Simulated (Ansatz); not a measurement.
Response to strain in Ag

The parent structure is Ag in the fcc (Cu type) structure (space group Fm-3m, No. 225; a = 4.105 Å). Axes: x, y, z lie along the cube axes.

Strains are applied to the cell and any free atomic positions relax; under biaxial strain the out-of-plane vector relaxes too.

The values are results of r2SCAN/PAW in Ansatz (a first-principles code), no spin-orbit coupling, not measurements.

Notes on the quantities. energy relative to the base: free energy F; pressure: mean of the normal stresses, compression positive.

| case | energy relative to the base | pressure | volume per atom |
|---|---|---|---|
| base | 0 meV/atom | 0.0 GPa | 17.30 Å³ |
| biaxial strain −4.84 %, plane normal [001], relaxed out of plane | +25 meV/atom | 4.1 GPa | 16.78 Å³ |
| biaxial strain −1.80 %, plane normal [001], relaxed out of plane | +2.1 meV/atom | 0.9 GPa | 17.15 Å³ |
| biaxial strain −3.62 %, plane normal [111], relaxed out of plane | +25 meV/atom | 5.2 GPa | 16.64 Å³ |
| isotropic strain −0.58 % | +1.7 meV/atom | 1.9 GPa | 17.00 Å³ |
| isotropic strain +0.23 % | +0.3 meV/atom | -0.7 GPa | 17.42 Å³ |
| isotropic strain +2.64 % | +31 meV/atom | -6.4 GPa | 18.70 Å³ |
| uniaxial strain ε_xx = −0.81 % | +0.4 meV/atom | 0.9 GPa | 17.16 Å³ |
| uniaxial strain ε_zz = −5.89 % | +24 meV/atom | 7.4 GPa | 16.28 Å³ |
| tensor shear ε_yz = +2.87 % | +6.0 meV/atom | 0.4 GPa | 17.28 Å³ |

Without a gap, meshes like the base's 19×19×19 leave anisotropic stresses uncertain by several tenths of a GPa, and small strain energies with them. Whether these cells are dynamically stable was not tested.
